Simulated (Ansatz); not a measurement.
WB (Cmcm, No. 63; cell taken from a computed entry)

Method: PBEsol (Ansatz, a program for electronic structure, PAW).

Settings: plane-wave cutoff 520 eV, 20×20×20 k mesh, Fermi–Dirac smearing 0.067 eV (set by the program), no spin polarisation, scalar-relativistic PAW data made under PBE.

Cell: relaxed at this level.

For WB (Cmcm, No. 63; cell taken from a computed entry), the voigt–Reuss–Hill bulk modulus comes out as 359 GPa and the voigt–Reuss–Hill shear modulus (Hill average) is 204 GPa. The Young modulus is 514 GPa. The Poisson ratio is 0.262.

Note: the relaxation could not lower the start's symmetry, so the cell can be a saddle point above a distorted one.

Elastic constants are with the ions relaxed.

Spin–orbit coupling is not included.

Static lattice: no zero-point or thermal effects.

Computing time: roughly 100 core-minutes.
